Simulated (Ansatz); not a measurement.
The slab is Si(111) 1x1 surface, 6 top atoms, 3 bilayers, bottom bilayer H-capped and fixed, every top atom capped by Cl; cell 11.5 x 6.6 Å; about 9 Å thick over its heavy atoms, 18 atoms held. These are PBE-D3(BJ) (plane waves to 420 eV, PAW; Ansatz, an electronic-structure program) values and carry that method's errors. k mesh 1 x 2 x 1. Some slab states, those with an expected open shell, are spin-polarised and the others are not. Slab thickness, cell and mesh are as stated and are not converged limits. No zero-point or entropy terms are included. Relaxed states are local minima reached from one prepared geometry each.

One O a cell is brought to Si(111):Cl. Relaxed result near the molecule:

```
atom     x (Å)  y (Å)   z (Å)
------  ------  -----  ------
Si(3)   11.611  4.358   8.755
Si(17)   5.629  3.419   9.502
Si(32)   7.584  6.817   9.512
Si(33)   9.961  3.095   9.789
Si(35)   7.424  4.636   8.723
Cl(47)  10.241  2.902  11.810
O(b0)    8.613  3.979   9.640
```

Q: What is the adsorption energy against the free O and the slab before, and how much of it is dispersion?

A: -6.45 eV (negative: bound); the D3 term gives -0.13 eV of it, the free O being spin-polarised. Bonds to the surface: Si(33)-O(b0) 1.62 Å, Si(35)-O(b0) 1.64 Å.
